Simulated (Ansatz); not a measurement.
Results of LDA (Ansatz, a first-principles code, plane waves, PAW) for MnBr₂ (R-3m, No. 166, 3 atoms in the cell; start mp-569843; a measured phase of this formula has another space group).

Numerical settings: plane-wave cutoff 500 eV, 12×12×12 k mesh, gaussian smearing 0.02 eV, spin-polarised start, scalar-relativistic PAW data made under PBE.

Cell (relaxed at this level):

```
CELL_PARAMETERS angstrom
      1.86954     1.07938     6.10488
     -1.86954     1.07938     6.10488
      0.00000    -2.15876     6.10488
ATOMIC_POSITIONS crystal
  Mn 0.00000 0.00000 0.00000
  Br 0.74786 0.74786 0.74786
  Br 0.25214 0.25214 0.25214
```

Problem. Predict the band gap.

Solution. 
- band gap: 0.73 eV (on the SCF k mesh)

Note: the magnetic order was assumed, not searched for or taken from measurement; the relaxation could not lower the start's symmetry, so the cell can be a saddle point above a distorted one.

Spin–orbit coupling is not included.

A start named mp-… is a Materials Project structure, which need not be a measured phase.
